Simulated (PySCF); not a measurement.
PySCF 2.14.0, HF/def2-svp, df: Mo(NMe)(S)(OMe)2 (C[N]=[Mo](=[S])([O]C)[O]C), 17 atoms. The geometry is a generated start, not checked to be a minimum at this level.

```yaml
task: energy
method: hf
basis: def2-svp
two_electron_scheme: density fitting
mol.max_memory: 3000 MB
mf.max_cycle: 100
mf.conv_tol: 1e-09 (default)
effective_core_potentials: those of the basis set, past Kr
basis_functions: 178
```

```xyz
17

Mo     0.0341     0.4868     0.2379
N     -1.3751    -0.4733    -0.0901
C     -2.5885    -1.1748    -0.2730
H     -2.9501    -1.0752    -1.3028
H     -2.4574    -2.2415    -0.0541
H     -3.3556    -0.7763     0.4045
S     -0.6840     2.2394     1.2955
O      1.1050    -0.3253     1.3929
C      1.6526    -1.0281     2.4535
H      0.9960    -1.8719     2.7192
H      2.6468    -1.4131     2.1836
H      1.7508    -0.3609     3.3243
O      0.7699     1.1283    -1.2444
C      1.0584     1.6203    -2.5070
H      1.1017     0.7960    -3.2337
H      0.2703     2.3264    -2.8097
H      2.0252     2.1431    -2.4966
```

Charge 0 and multiplicity 1 are set for this test and not shown to be the ground state.

With the defaults (mf.diis = true, mf.init_guess = minao, mf.level_shift = 0, newton = off, mf.diis_space = 8, mf.DIIS = CDIIS) it converges in 18 Fock builds. One run each on 2 threads, 1 BLAS thread, with these changes:
- mf.level_shift = 1 Hartree
- mf.level_shift = 0.3 Hartree
- mf.diis_space = 3
- mf.diis = false
- mf.init_guess = 1e
- mf.DIIS = ADIIS
- mf.diis_space = 12
- newton = Hessian by the SCF's own integrals
- mf.DIIS = EDIIS

Which runs fail or end elsewhere than the default run?

No convergence: mf.diis = false (the run ends without SCF convergence in 100 cycles). The rest reach the solution of the defaults.

```
setting                                      Fock builds             end
-------------------------------------------  -----------  --------------
mf.diis_space = 12                                    17   same solution
the defaults                                          18   same solution
mf.level_shift = 0.3 Hartree                          21   same solution
mf.init_guess = 1e                                    26   same solution
mf.diis_space = 3                                     28   same solution
mf.DIIS = ADIIS                                       29   same solution
mf.level_shift = 1 Hartree                            32   same solution
newton = Hessian by the SCF's own integrals           40   same solution
mf.DIIS = EDIIS                                       67   same solution
mf.diis = false                                      101  no convergence
```

Under newton the count holds the products with the orbital Hessian.
